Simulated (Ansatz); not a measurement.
Ta2O5, pressure series

Consider Ta2O5 (space group C2, No. 5; a cell from a computed database, its experimental status unchecked).

```yaml
crystal:
  lattice:
    - [2.96222, -2.53816, 0.00000]
    - [2.96222, 2.53816, 0.00000]
    - [-2.64989, 0.00000, 5.10193]
  atoms:
    - { symbol: Ta, position: [0.23122, 0.15098, 0.29224] }
    - { symbol: Ta, position: [0.84902, 0.76878, 0.70776] }
    - { symbol: O, position: [0.63318, 0.22415, 0.65149] }
    - { symbol: O, position: [0.77585, 0.36682, 0.34851] }
    - { symbol: O, position: [0.24126, 0.11196, 0.95629] }
    - { symbol: O, position: [0.88804, 0.75874, 0.04371] }
    - { symbol: O, position: [0.27242, 0.72758, 0.50000] }
```

Cell and atoms are relaxed at each pressure.

Levels (all Ansatz, a first-principles code, PAW): PBEsol (420 eV, no SOC); HSE06 (420 eV, without spin-orbit coupling).

Band gaps by level, all at the geometries relaxed with PBEsol:

```
case               PBEsol    HSE06
----------------  -------  -------
base              2.40 eV  3.83 eV
pressure −1 GPa   2.41 eV  3.86 eV
pressure 0.3 GPa  2.40 eV  3.82 eV
pressure 0.7 GPa  2.39 eV  3.79 eV
pressure 1.5 GPa  2.36 eV  3.76 eV
pressure 3 GPa    2.31 eV  3.69 eV
pressure 5 GPa    2.24 eV  3.63 eV
pressure 7.5 GPa  2.16 eV  3.55 eV
```

Single points use the geometry relaxed with PBEsol. HSE06 was sampled on its mesh, a few special points and the semilocal edge points, so its gap is an upper bound. Spin-orbit coupling, missing from the scalar runs, can matter with Ta. Load acts through the strain it causes; cell and atoms are relaxed under it. Whether these cells are dynamically stable was not tested. Competing high-pressure phases were not computed.
